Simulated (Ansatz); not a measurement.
Base system: TaGe$_{2}$ in the fluorite structure (space group Fm-3m, No. 225; a = 6.274 Å; a hypothetical phase, not in the database extracts checked).

(Cell as relaxed with PBE.)

Levels (all Ansatz, an electronic-structure program, PAW): PBE (420 eV, spin-orbit coupling left out); PBEsol (420 eV, no spin-orbit coupling).

Each level relaxes its own structure.

```tsv
quantity	PBE	PBEsol
volume per atom	20.58 Å³	19.75 Å³
lattice parameter a	6.274 Å	6.189 Å
band gap	zero	zero
```

PBE's volume per atom lies 0.825 Å³ above PBEsol's (4.2 %); PBE's lattice parameter a lies 0.085 Å above PBEsol's (1.4 %); the two agree on the band gap. Neither level is exact; PBEsol is the comparison here, not a measurement.

No phonon test of stability was made. The final runs are not spin-polarised. An odd electron count without spin: TaGe2. TaGe2 has a high density of states at the Fermi level and may be magnetic at this level.
